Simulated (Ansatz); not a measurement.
Consider Gd in the hcp (Mg type) structure (space group P6_3/mmc, No. 194; a = 3.569 Å, c = 5.701 Å; ferromagnetic; relaxed with 0.1 eV smearing). Axes: x lies along a and z along c of the hexagonal cell.

Computed with PBEsol/PAW in Ansatz (a program for electronic structure), spin-orbit coupling left out.

Strains are applied to the cell and any free atomic positions relax; under stress the whole cell relaxes.

One change was made to it. Results:

```json
[
 {"quantity": "magnetic state", "base": "ferromagnetic", "after": "ferromagnetic"},
 {"quantity": "energy relative to the base (free energy F)", "base": "0 meV/atom", "after": "+4.8 meV/atom"}
]
```

### Question
Name the change that was made.
(A) tensor shear ε_yz = +2.39 %
(B) isotropic strain +0.34 %
(C) uniaxial stress, 0.5 GPa tension along x
(D) uniaxial strain ε_xx = −4.58 %
(E) uniaxial strain ε_zz = +3.15 %

### Answer
A, tensor shear ε_yz = +2.39 %. For comparison, the energy relative to the base in the other runs: isotropic strain +0.34 % gives +0.3 meV/atom; uniaxial strain ε_zz = +3.15 % gives +6.7 meV/atom; uniaxial strain ε_xx = −4.58 % gives +14 meV/atom; uniaxial stress, 0.5 GPa tension along x gives +0.4 meV/atom.

The magnetic state is the one reached from the starting moments; the real material's order can differ, and small cells can't hold many antiferromagnetic ones. The state of the 4f shell was not checked for lower solutions. Stability under load was not tested beyond the relaxation.
